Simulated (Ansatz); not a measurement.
# WSi2, pressure series

Base system: WSi2 (space group I4/mmm, No. 139; a = 3.212 Å, c = 7.804 Å).

Cell and atoms are relaxed at each pressure.

Computed with DFT with r2SCAN, PAW potentials and a 500 eV plane-wave cutoff in Ansatz (a program for electronic structure), scalar-relativistic without spin-orbit coupling.

| pressure (GPa) | volume per atom (Å³/atom) |
|---|---|
| -2 | 13.533 |
| -1 | 13.473 |
| 0 | 13.415 |
| 1.8 | 13.314 |
| 4.2 | 13.184 |
| 9 | 12.944 |
| 18 | ? |
| 30 | 12.100 |
| 45 | 11.635 |

Problem. Fit the third-order Birch–Murnaghan form P(V) = (3B₀/2)[(V₀/V)^(7/3) − (V₀/V)^(5/3)]·[1 + (3/4)(B₀′ − 4)((V₀/V)^(2/3) − 1)] (squares taken in P) to the rows shown and predict the withheld row.

Solution. Least squares on the printed values gives V₀ = 13.415 Å³/atom, B₀ = 233 GPa, B₀′ = 4.2; this predicts 12.547 Å³/atom, and the run gives 12.547 Å³/atom, in agreement.

Load acts through the strain it causes; cell and atoms are relaxed under it. Whether these cells are dynamically stable was not tested. No other phases were tried under pressure. All final runs are without spin polarisation.
